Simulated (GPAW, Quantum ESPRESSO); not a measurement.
A Quantum ESPRESSO input for a self-consistent single point of C (P-1, 2 atoms in the cell) (DFT, PBEsol, plane waves, SSSP 1.1.2 efficiency (PBE) pseudopotentials):

```fortran
&control
    calculation = 'scf'
    prefix = 'c'
    outdir = './work'
    pseudo_dir = './'
    verbosity = 'high'
    tprnfor = .true.
    tstress = .true.
/
&system
    ibrav = 0
    nat = 2
    ntyp = 1
    ecutwfc = 45
    ecutrho = 360
    occupations = 'smearing'
    smearing = 'gauss'
    degauss = 0.0036749
    input_dft = 'pbesol'
/
&electrons
    conv_thr = 1.0d-8
/
ATOMIC_SPECIES
C     12.0110  C.pbe-n-kjpaw_psl.1.0.0.UPF
ATOMIC_POSITIONS crystal
C     0.83098600    0.82592800   -0.00137900
C     0.16901400    0.17407200    1.00137900
K_POINTS automatic
16 16 9  0 0 0
CELL_PARAMETERS angstrom
   2.12732000    -1.22828000     0.00000000
   2.12732000     1.22828000     0.00000000
  -1.37906900     0.00000000     3.50283500
```

Translate this input to GPAW.

This is the input that was run; spellings and numerical settings could be chosen otherwise.

```python
from ase import Atoms
from ase.units import GPa
from gpaw import GPAW

atoms = Atoms(['C', 'C'],
              cell=[[2.127320, -1.228280, 0.000000],
                    [2.127320, 1.228280, 0.000000],
                    [-1.379069, 0.000000, 3.502835]],
              scaled_positions=[[0.830986, 0.825928, -0.001379],
                                [0.169014, 0.174072, 1.001379]],
              pbc=True)

calc = GPAW(mode={'name': 'pw', 'ecut': 950},
            xc='PBEsol',
            kpts={'size': (16, 16, 9), 'gamma': True},
            occupations={'name': 'methfessel-paxton', 'width': 0.05, 'order': 0},
            nbands=-8,
            convergence={'density': 1e-05, 'energy': 1e-05, 'bands': -6},
            symmetry={'symmorphic': False, 'tolerance': 0.0005},
            maxiter=150,
            txt='-')

atoms.calc = calc

energy = atoms.get_potential_energy()
print('Energy (eV):', round(energy, 6))
forces = atoms.get_forces()
print('Forces (eV/Ang):')
print(forces.round(5))
stress = atoms.get_stress()
print('Stress (GPa, Voigt):', (stress / GPa).round(4))
```

Basis, cutoffs, solver keys and any potentials are the target program's own. This input uses DFT PBEsol, plane waves, GPAW PAW datasets PBEsol (made by gpaw-setup).

The starting cell comes from a database of computed structures (which also holds hypothetical and non-ambient phases and stackings), without a prior relaxation at this level. For this run, on top of that: atoms moved at random.
